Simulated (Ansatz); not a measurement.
Consider HfN in the rock salt structure (space group Fm-3m, No. 225; a = 4.4683 Å; relaxed with 0.1 eV smearing). Axes: x, y, z lie along the cube axes.

Structures relaxed with LDA (Ansatz, a program for electronic structure, PAW, spin-orbit coupling left out).

Base:

Simulated powder pattern, Co Kα, λ = 1.79026 Å (kinematic, ideal powder, no thermal factors, no anomalous dispersion; the 10 strongest lines at most, above 2 %, up to 2θ = 90°):

```json
[
 {"2θ (°)": "40.61", "I/Imax (%)": "100", "hkl": "(111)"},
 {"2θ (°)": "47.24", "I/Imax (%)": "67", "hkl": "(200)"},
 {"2θ (°)": "69.03", "I/Imax (%)": "45", "hkl": "(220)"},
 {"2θ (°)": "83.27", "I/Imax (%)": "45", "hkl": "(311)"},
 {"2θ (°)": "87.89", "I/Imax (%)": "17", "hkl": "(222)"}
]
```

Now apply this change: uniaxial strain ε_zz = −1.00 %, all other strain components held at zero, atoms relaxed at fixed cell.

After the change:

Simulated powder pattern, Co Kα, λ = 1.79026 Å (kinematic, ideal powder, no thermal factors, no anomalous dispersion; the 10 strongest lines at most, above 2 %, up to 2θ = 90°):

```csv
2θ (°),I/Imax (%),hkl
40.75,100,(111)
47.24,45,(200)
47.75,22,(002)
69.03,15,(220)
69.43,30,(202)
83.37,30,(311)
84.12,15,(113)
88.26,17,(222)
```

The indices refer to the base's conventional cell; one index is shown for lines that coincide. The space group is now I4/mmm (No. 139).

Stability against distortions was not tested. The final runs are not spin-polarised.
